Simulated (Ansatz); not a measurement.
## Effect of biaxial strain +1.43 %, plane normal [001], relaxed out of plane on MoSi2

The reference is MoSi2 (space group I4/mmm, No. 139; a = 3.202 Å, c = 7.819 Å). Axes: x, y, z lie along a, b, c of the conventional cell.

The change: biaxial strain +1.43 %, plane normal [001], relaxed out of plane (Cartesian); in-plane vectors clamped, the third vector and the atoms free.

Method: Ansatz (a first-principles code), r2SCAN, PAW, cutoff 500 eV, spin-orbit coupling left out. Settings: 14×14×14 k-points, 0.05 eV Fermi–Dirac smearing.

```json
[
 {"quantity": "volume per atom", "base": "13.36 Å³", "changed": "13.68 Å³", "shift": "+0.32 Å³"},
 {"quantity": "space group", "base": "I4/mmm (No. 139)", "changed": "I4/mmm (No. 139)", "shift": "–"},
 {"quantity": "shortest interatomic distance", "base": "2.575 Å", "changed": "2.560 Å", "shift": "-0.0156 Å"},
 {"quantity": "energy relative to the base (free energy F)", "base": "0 meV/atom", "changed": "+8.2 meV/atom", "shift": "+8.2 meV/atom"},
 {"quantity": "pressure (mean of the normal stresses, compression positive)", "base": "0.0 GPa", "changed": "-4.5 GPa", "shift": "-4.5 GPa"},
 {"quantity": "band gap", "base": "zero", "changed": "zero", "shift": "–"},
 {"quantity": "out-of-plane strain (rough)", "base": "–", "changed": "-0.46 %", "shift": "–"},
 {"quantity": "mean in-plane stress (compression positive) (rough)", "base": "–", "changed": "-6.7 GPa", "shift": "–"}
]
```

A case with no gap was solved on a k-mesh chosen for an insulator, which is coarse for it. Without a gap, meshes like the base's 14×14×14 leave anisotropic stresses uncertain by several tenths of a GPa, and small strain energies with them. No phonon test of stability was made. The final runs are not spin-polarised.
